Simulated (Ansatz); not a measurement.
Take GaN in the wurtzite structure (space group P6_3mc, No. 186; a = 3.1827 Å, c = 5.1857 Å) as the base.

Perturbation: electron doping at 1.0×10^22 cm⁻³ (0.455 per cell), with a uniform compensating background at fixed cell and a 300 K Fermi–Dirac width.

Level of theory: Ansatz (a quantum-chemistry and plane-wave program) PBEsol, no SOC, earlier PAW set.

Base, band edges from the VBM (valence, conduction): K -2.77, 5.00; H -1.50, 6.34; M -1.01, 4.94; L -1.92, 4.30; A -0.54, 4.21; Γ 0.00, 1.88 eV.

Task: Give the band edges at the high-symmetry points of the new zone, measured from its valence-band maximum.

Result: 
```
point  valence edge (eV)  conduction edge (eV)
-----  -----------------  --------------------
Γ                   0.00                  1.74
M                  -1.02                  4.74
K                  -2.82                  4.72
A                  -0.55                  4.08
L                  -1.98                  4.10
H                  -1.54                  6.20
```

The gap is 1.74 eV, direct at Γ.

Carriers are added with a uniform compensating background; total energy and stress of such cells depend on the potential's zero and are not compared; many-body gap narrowing is missing at this level. Semilocal Kohn–Sham gaps tend to fall short of experiment. No phonon test of stability was made.
